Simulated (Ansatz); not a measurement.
What biaxial strain +1.10 %, plane normal [111], relaxed out of plane does to hypothetical CsCl type LaAs

Start from LaAs in the CsCl type structure (space group Pm-3m, No. 221; a = 3.743 Å; a hypothetical phase, not in the database extracts checked; relaxed with 0.1 eV smearing). Axes: x, y, z lie along the cube axes.

Now apply this change: biaxial strain +1.10 %, plane normal [111], relaxed out of plane (Cartesian); in-plane vectors clamped, the third vector and the atoms free.

Method: r2SCAN in Ansatz (plane waves to 500 eV, PAW, no spin-orbit coupling). k-mesh 15×15×15 (Γ-centred); smearing 0.1 eV (Fermi–Dirac).

The volume per atom falls by 0.13 Å³ (26.22 Å³ → 26.09 Å³) and the space group becomes R-3m (No. 166) (base: Pm-3m (No. 221)). The shortest interatomic distance shrinks by 0.085 Å (3.241 Å → 3.156 Å) and the energy shrinks by 1.6 meV/atom. The pressure (mean of the normal stresses, compression positive) goes from zero to 0.5 GPa and the band gap is still zero. The out-of-plane strain is -2.63 % and the ratio −ε⊥/ε∥ is 2.39. The mean in-plane stress (compression positive) is +0.7 GPa.

No phonon test of stability was made. The final runs are not spin-polarised. Under biaxial strain +1.10 %, plane normal [111], relaxed out of plane the cell ends below the base's energy or with stress of the wrong sign: the atoms slid into a distortion or the cell is elastically unstable, so the base is not a stable minimum at this level.

Ansatz is a first-principles code.
